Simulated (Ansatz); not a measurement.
## PBE against r2SCAN: Pt, pressure −2 GPa

The parent structure is Pt in the fcc (Cu type) structure (space group Fm-3m, No. 225; a = 3.9703 Å).

(Cell as relaxed with PBE.)

Levels (all Ansatz, a first-principles code, PAW): PBE (420 eV, scalar-relativistic without spin-orbit coupling); r2SCAN (500 eV, scalar-relativistic without spin-orbit coupling).

Each level relaxes its own structure.

```tsv
base	PBE	r2SCAN
volume per atom	15.65 Å³	15.29 Å³
lattice parameter a	3.970 Å	3.940 Å
band gap	zero	zero
```

Perturbation: hydrostatic tension (pressure −2 GPa).

```csv
quantity,PBE,r2SCAN
volume per atom,15.78 Å³,?
band gap,zero,?
```

Predict the r2SCAN column.


- volume per atom, r2SCAN: 15.41 Å³
- band gap, r2SCAN: zero

PBE's volume per atom lies 0.37 Å³ above r2SCAN's (2.4 %); the two agree on the band gap. Neither level is exact; r2SCAN is the comparison here, not a measurement.

Load acts through the strain it causes; cell and atoms are relaxed under it. Stability against distortions was not tested. All final runs are without spin polarisation.
